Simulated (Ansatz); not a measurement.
# BeSe: response to strain

Take BeSe in the zinc blende structure (space group F-43m, No. 216; a = 5.082 Å) as the base. Axes: x, y, z lie along the cube axes.

Strains are applied to the cell and any free atomic positions relax; under biaxial strain the out-of-plane vector relaxes too.

Computed with plane-wave PAW DFT at the LDA level (Ansatz, a quantum-chemistry and plane-wave program, 420 eV), no SOC.

Notes on the quantities. pressure: mean of the normal stresses, compression positive.

| change | band gap | pressure | ratio −ε⊥/ε∥ | gap character |
|---|---|---|---|---|
| base | 2.40 eV | -0.01 GPa | – | – |
| biaxial strain −3.00 %, plane normal [001], relaxed out of plane | 2.07 eV | 3.34 GPa | 0.80 | indirect, Γ → X |
| biaxial strain −2.50 %, plane normal [001], relaxed out of plane | 2.13 eV | 2.73 GPa | 0.80 | indirect, Γ → X |
| biaxial strain −2.00 %, plane normal [001], relaxed out of plane | 2.19 eV | 2.14 GPa | 0.80 | indirect, Γ → X |
| biaxial strain −1.00 %, plane normal [001], relaxed out of plane | 2.30 eV | 1.03 GPa | 0.81 | indirect, Γ → X |
| biaxial strain −0.50 %, plane normal [001], relaxed out of plane | 2.35 eV | 0.50 GPa | – | indirect, Γ → X |
| biaxial strain +1.00 %, plane normal [001], relaxed out of plane | 2.28 eV | -0.96 GPa | 0.83 | indirect, Γ → M |
| biaxial strain +1.50 %, plane normal [001], relaxed out of plane | 2.22 eV | -1.41 GPa | 0.84 | indirect, Γ → M |
| biaxial strain +2.00 %, plane normal [001], relaxed out of plane | 2.16 eV | -1.84 GPa | 0.84 | indirect, Γ → M |
| biaxial strain +2.50 %, plane normal [001], relaxed out of plane | 2.11 eV | -2.26 GPa | 0.84 | indirect, Γ → M |

Gaps are Kohn–Sham eigenvalue differences; semilocal functionals usually give less than the measured gap. No phonon test of stability was made. Labels are those of the standard path for the cell's own space group.
